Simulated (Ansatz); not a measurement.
## Pressure series in Al2O3

Base system: Al2O3 in the corundum structure (space group R-3c, No. 167; a = 4.809 Å, c = 13.124 Å (hexagonal axes)).

Cell and atoms are relaxed at each pressure.

Level of theory: PBE (Ansatz, a first-principles code, PAW, no spin-orbit coupling).

| change | lattice parameter a | c/a ratio |
|---|---|---|
| base | 4.809 Å | 2.729 |
| pressure −2 GPa | 4.823 Å | 2.730 |
| pressure −1 GPa | 4.816 Å | 2.730 |
| pressure 0.9 GPa | 4.803 Å | 2.729 |
| pressure 2.1 GPa | 4.795 Å | 2.728 |
| pressure 4.5 GPa | 4.780 Å | 2.727 |
| pressure 9 GPa | 4.753 Å | 2.726 |
| pressure 15 GPa | 4.720 Å | 2.723 |
| pressure 22.5 GPa | 4.683 Å | 2.721 |
| pressure 30 GPa | 4.649 Å | 2.718 |

Load acts through the strain it causes; cell and atoms are relaxed under it. No phonon test of stability was made. No other phases were tried under pressure.
